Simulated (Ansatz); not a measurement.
Defect migration in wurtzite AlN: N vacancy, charge state +3. Computed with PBE, PAW (plane waves to 420 eV; Ansatz, an electronic-structure program).

72-site cell at the relaxed PBE lattice, the Γ point alone, smearing 0.01 eV, spin-restricted, no finite-size correction. Energies are static. The charge state is imposed; whether it is stable for some Fermi level was not computed. Forms of the defect that were not tried may lie lower.

Barriers: single points on a 2×2×2 k-point mesh shifted by half a step along c at the bands' geometries (they differ from the bands' own by up to 0.22 eV, and are uncertain by about as much).

The step: a nearby N atom hops onto the vacant site. Atoms about the jump, Cartesian Å from the middle of the jump, before and after:

```tsv
atom	x0	y0	z0	x1	y1	z1
N1	0.79	0.45	1.29	-0.79	-0.45	-1.29
Al2	1.12	0.64	-0.52	0.80	0.46	-1.33
Al3	-0.77	-0.44	1.90	-1.09	-0.63	1.99
Al4	-0.77	-2.62	-0.52	-0.76	-2.26	-0.69
Al5	-2.65	0.64	-0.52	-2.34	0.47	-0.69
N6	-0.77	-2.24	1.29	-0.76	-2.25	1.24
N7	-2.32	0.45	1.29	-2.33	0.47	1.24
Al8	2.40	-0.47	1.87	2.68	-0.63	1.99
Al9	0.79	2.31	1.87	0.80	2.63	1.99
N10	2.36	-0.45	-1.27	2.38	-0.45	-1.29
N11	0.79	2.27	-1.27	0.80	2.29	-1.29
```

Problem. Give the saddle-point geometry and the barrier.

Solution. 
```csv
atom,x,y,z
N1,0.06,-0.04,0.39
Al2,1.06,0.61,-0.89
Al3,-0.96,-0.56,1.83
Al4,-0.67,-2.35,-0.45
Al5,-2.43,0.60,-0.47
N6,-0.84,-2.39,1.41
N7,-2.48,0.47,1.39
Al8,2.46,-0.58,1.85
Al9,0.73,2.45,1.87
N10,2.48,-0.44,-1.34
N11,0.86,2.37,-1.33
```
It lies 2.80 eV above the start and 2.80 eV above the end. The check of the saddle point's order was inconclusive. Symmetry-equivalent saddle points exist between the same ends.
